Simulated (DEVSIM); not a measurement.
System: abrupt Si n-p junction, at 400 K.

```tsv
layer (left to right)	material	thickness (μm)	Nd (cm⁻³)	Na (cm⁻³)	τn (s)	τp (s)
1	Si	4.00	3.2e17	-	1.6e-7	1.6e-7
2	Si	130	-	1.9e17	4.8e-6	1.6e-7
```

Left contact: ohmic. Right contact: ohmic. Voltage is applied to the left contact. Recombination: SRH at mid-gap, radiative. Mobility is μmin + (μ − μmin)/(1 + (N/Nref)^α).

The device is made up for the run: typed textbook-type constants, with dimensions and the other settings drawn at random. Values at 300 K; Nc and Nv go as T^1.5, mobilities as T to minus their exponent, the gap by Varshni's rule with the affinity fixed.

```csv
parameter,Si
gap (eV),1.124
affinity (eV),4.05
permittivity,11.7
Nc (cm⁻³),2.86e19
Nv (cm⁻³),3.1e19
μn (cm²/Vs),1417
μp (cm²/Vs),470
"μn,min",52
"μp,min",45
"Nref,n",9.7e16
"Nref,p",2.2e17
αn,0.68
αp,0.72
T exponent of μn,2.3
T exponent of μp,2.2
B (cm³/s),4.7e-15
Varshni α (eV/K),0.000473
Varshni β (K),636
```

DEVSIM, 1D drift-diffusion, Boltzmann statistics, complete ionisation; no tunnelling, impact ionisation, image-force lowering or self-heating.

Question: Tabulate band edges, carrier densities and field at -0.9 V on the left contact.

Answer: Energies count from the Fermi level of the right contact; mesh points crowd at the junctions.

| x (μm) | Ec (eV) | Ev (eV) | n (cm⁻³) | p (cm⁻³) | field (V/cm) |
|---|---|---|---|---|---|
| 0.000 | 1.070 | -0.027 | 3.2e17 | 1.0e8 | -15 |
| 0.04503 | 1.070 | -0.027 | 3.2e17 | 4.5e14 | -15 |
| 0.1817 | 1.069 | -0.027 | 3.2e17 | 1.8e15 | -15 |
| 0.5633 | 1.069 | -0.028 | 3.3e17 | 5.6e15 | -14 |
| 2.370 | 1.067 | -0.030 | 3.4e17 | 2.3e16 | -13 |
| 3.444 | 1.065 | -0.031 | 3.5e17 | 3.3e16 | -12 |
| 3.821 | 1.065 | -0.032 | 3.6e17 | 3.7e16 | -12 |
| 3.977 | 1.066 | -0.030 | 3.4e17 | 4.0e16 | 2100 |
| 4.011 | 1.119 | 0.022 | 7.5e16 | 1.8e17 | 11000 |
| 4.080 | 1.128 | 0.032 | 5.6e16 | 2.5e17 | -10 |
| 4.277 | 1.128 | 0.032 | 5.6e16 | 2.5e17 | -14 |
| 5.233 | 1.127 | 0.030 | 5.5e16 | 2.5e17 | -14 |
| 7.760 | 1.123 | 0.027 | 5.4e16 | 2.4e17 | -14 |
| 14.91 | 1.113 | 0.017 | 5.2e16 | 2.4e17 | -14 |
| 49.58 | 1.060 | -0.036 | 4.2e16 | 2.3e17 | -16 |
| 102.8 | 0.969 | -0.127 | 2.6e16 | 2.2e17 | -18 |
| 123.2 | 0.930 | -0.167 | 1.4e16 | 2.0e17 | -21 |
| 130.4 | 0.914 | -0.182 | 5.5e15 | 2.0e17 | -23 |
| 133.2 | 0.908 | -0.189 | 1.4e15 | 1.9e17 | -23 |
| 133.7 | 0.907 | -0.190 | 4.7e14 | 1.9e17 | -24 |
| 133.9 | 0.906 | -0.190 | 1.3e14 | 1.9e17 | -24 |
| 134.0 | 0.906 | -0.190 | 1.7e8 | 1.9e17 | -24 |
